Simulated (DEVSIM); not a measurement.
System: abrupt Si n-p junction, at 300 K.

Layer 1 from the left is Si, thickness (μm) 2.20, Nd (cm⁻³) 3.4e18, τn (s) 6.3e-7, τp (s) 6.3e-7. Layer 2 from the left is Si, thickness (μm) 0.760, Na (cm⁻³) 5.1e14, τn (s) 6.3e-7, τp (s) 6.3e-7.

Left contact: ohmic. Right contact: ohmic. Voltage is applied to the left contact. Recombination: SRH at mid-gap, Auger. Gap narrowing is on: ΔEg = 6.92 meV × (l + √(l² + 0.5)), l = ln(N/1.3e17 cm⁻³), shared equally by both band edges. Mobility is constant in doping.

This is a model device: material constants are rounded textbook-type values typed into the input, and sizes, dopings and lifetimes were drawn at random. Values at 300 K.

Si: gap (eV) 1.124, affinity (eV) 4.05, permittivity 11.7, Nc (cm⁻³) 2.86e19, Nv (cm⁻³) 3.1e19, μn (cm²/Vs) 1417, μp (cm²/Vs) 470, Cn (cm⁶/s) 2.8e-31, Cp (cm⁶/s) 9.9e-32.

Simulated with DEVSIM: 1D drift-diffusion, Boltzmann statistics, complete ionisation; no tunnelling, impact ionisation, image-force lowering or self-heating.

**Question.** What does the simulation give for the largest field in the device at zero bias, the potential step across the device at zero bias, the dark forward voltage at 100 A/cm²?

**Answer.** largest field in the device at zero bias 75000 V/cm; potential step across the device at zero bias 0.761 V; dark forward voltage at 100 A/cm² 0.586 V.
